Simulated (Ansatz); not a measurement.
The starting structures come from a database of crystals and need not be the phases stable at ambient conditions.

By PBEsol, the system below comes out a metal.

Without scattering a metal conducts by its projected Fermi surface.

Data:

```
CELL_PARAMETERS angstrom
      4.90337     0.00000     0.00000
      0.00000     4.90337     0.00000
      0.00000     0.00000     4.90337
ATOMIC_POSITIONS crystal
  Ir 0.50000 0.50000 0.00000
  Ir 0.00000 0.50000 0.50000
  Ir 0.00000 0.00000 0.00000
  Ir 0.50000 0.00000 0.50000
  O  0.84987 0.15013 0.34987
  O  0.15013 0.84987 0.65013
  O  0.65013 0.84987 0.84987
  O  0.34987 0.15013 0.15013
  O  0.34987 0.34987 0.65013
  O  0.65013 0.65013 0.34987
  O  0.15013 0.65013 0.15013
  O  0.84987 0.34987 0.84987
```

The cell is taken as given; by PBEsol it stands under a pressure of -8.0 GPa.

The current flows along the normal of the first two printed cell vectors, the (001) plane of the conventional cell. No spin-orbit coupling; the value is a mean over 0.1 eV about the Fermi level.

Give the ballistic conductance per area that PBEsol (Ansatz, a first-principles code) yields.

0.93 × 10¹⁵ S/m² for both spins.
